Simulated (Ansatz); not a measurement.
A computed series for MgSe: response to strain

Start from MgSe in the rock salt structure (space group Fm-3m, No. 225; a = 5.450 Å). Axes: x, y, z lie along the cube axes.

Strains are applied to the cell and any free atomic positions relax; under biaxial strain the out-of-plane vector relaxes too.

The values are results of PBEsol (Ansatz, a first-principles code), no SOC, not measurements.

Notes on the quantities. energy relative to the base: free energy F.

| change | band gap | energy relative to the base | out-of-plane strain | smallest direct gap |
|---|---|---|---|---|
| base | 1.78 eV | 0 meV/atom | – | 2.50 eV |
| biaxial strain −2.50 %, plane normal [111], relaxed out of plane | 1.67 eV | +11 meV/atom | +1.49 % | 2.57 eV |
| biaxial strain −2.08 %, plane normal [111], relaxed out of plane | 1.69 eV | +7.8 meV/atom | +1.24 % | 2.56 eV |
| biaxial strain −1.67 %, plane normal [111], relaxed out of plane | 1.71 eV | +5.0 meV/atom | +0.99 % | 2.56 eV |
| biaxial strain −1.25 %, plane normal [111], relaxed out of plane | 1.73 eV | +2.8 meV/atom | +0.74 % | 2.55 eV |
| biaxial strain −0.83 %, plane normal [111], relaxed out of plane | 1.75 eV | +1.2 meV/atom | +0.49 % | 2.54 eV |
| biaxial strain −0.42 %, plane normal [111], relaxed out of plane | 1.76 eV | +0.3 meV/atom | +0.25 % | 2.52 eV |
| biaxial strain +0.42 %, plane normal [111], relaxed out of plane | 1.72 eV | +0.3 meV/atom | -0.25 % | 2.42 eV |
| biaxial strain +1.25 %, plane normal [111], relaxed out of plane | 1.62 eV | +2.6 meV/atom | -0.74 % | 2.26 eV |
| biaxial strain +1.67 %, plane normal [111], relaxed out of plane | 1.57 eV | +4.6 meV/atom | -0.98 % | 2.18 eV |

Stability against distortions was not tested.
